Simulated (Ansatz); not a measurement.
Band structure of TiSi₂ (Fddd, 6 atoms in the cell).

```yaml
crystal:
  lattice:
    - [0.00000, 4.20892, 4.35754]
    - [2.44256, 0.00000, 4.35754]
    - [2.44256, 4.20892, 0.00000]
  atoms:
    - { symbol: Ti, position: [0.50000, 0.50000, 0.50000] }
    - { symbol: Ti, position: [0.75000, 0.75000, 0.75000] }
    - { symbol: Si, position: [0.83743, 0.16257, 0.83743] }
    - { symbol: Si, position: [0.16257, 0.83743, 0.16257] }
    - { symbol: Si, position: [0.41257, 0.08743, 0.41257] }
    - { symbol: Si, position: [0.08743, 0.41257, 0.08743] }
```

Level of theory: PBE, PAW files (plane waves; Ansatz, an electronic-structure program).

Settings: kpoints.mp_grid.grid = 7 7 7; hamiltonian.xc = pbe; hamiltonian.pseudopotentials = {kind: paw} (the program's default PAW files); scf.occupations.method = gaussian; scf.occupations.width = 0.0147 Ry; kpoints.band_path.npoints = 8.

The starting cell comes from a database of computed structures (which also holds hypothetical and non-ambient phases and stackings), without a prior relaxation at this level. Its lattice was rescaled by a random factor within 2.5 % of one. Spin polarisation is off.

Levels in eV from the Fermi level, bands 17 to 24:
```
point     17     18     19     20     21    22    23    24
-----  -----  -----  -----  -----  -----  ----  ----  ----
Γ      -2.16  -2.04  -1.75  -1.31  -0.86  1.90  2.87  2.89
Y      -2.26  -2.26  -0.82  -0.82   1.18  1.18  2.94  2.94
T      -1.11  -1.11  -0.62  -0.62   0.80  0.80  2.07  2.07
Z      -1.54  -1.54  -0.89  -0.89   0.70  0.70  2.98  2.98
X      -1.30  -0.39   0.06   0.11   0.70  0.88  1.58  2.32
A1     -1.63  -1.63  -1.33  -1.33   1.29  1.29  1.91  1.91
```

Bands cross the Fermi level along this path, so the cell is metallic at this level.

Keys are those of Ansatz 0.2.
